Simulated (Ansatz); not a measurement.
Structures of equal composition on the (100) surface of rock-salt TiN: Ru on all Ti sites of the second plane; Ru on all Ti sites of the top plane. The slabs share one bottom face, and each structure is named by its start. These are constructed structures in small cells; real faces may alloy, dewet or reconstruct in larger ones, and not all known structures of the face are among them. Slabs of about 10 Å, Fermi-Dirac smearing of 0.1 eV. Bottom of the slabs: a bare face, its two planes held. Relaxed from the named starts with such symmetry as they have, on meshes of like density; energies extrapolated to zero smearing; spin only where a row says so; no spin-orbit coupling, no U. Brackets mark spin-polarised runs, whose order is one that fits the cell.

These are r2SCAN, at the PBE geometry (plane waves to 500 eV, PAW; Ansatz, a quantum-chemistry and plane-wave program) values and carry that method's errors.

Problem. Order them by energy per 1x1 cell (lowest first) at the level r2SCAN, at the PBE geometry.

Solution. Ru on all Ti sites of the second plane (0.000 eV), Ru on all Ti sites of the top plane (0.723 eV)
